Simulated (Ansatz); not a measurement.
**TiTe2 (model structure, started from the fluorite type, Fm-3m, No. 225, 3 atoms in the cell): properties by level of theory**

```json
[
 {"level (code)": "PBE (Ansatz)", "lattice constant a (Å)": "6.886", "formation enthalpy (eV/atom)": "-0.309"},
 {"level (code)": "PBEsol (Ansatz)", "lattice constant a (Å)": "6.779", "formation enthalpy (eV/atom)": "-0.326"},
 {"level (code)": "PBE-D3(BJ) (Ansatz)", "lattice constant a (Å)": "6.778", "formation enthalpy (eV/atom)": "-0.300"}
]
```

Ansatz's density-functional and Hartree–Fock values are scalar-relativistic unless marked +SOC, with PAW data made under PBE.

Computed values are for the static lattice.

A model structure was made by putting elements into a prototype or built by hand; it is no filed structure, need not be a known phase, and can be a saddle point held by its symmetry.

Ansatz is an electronic-structure program.
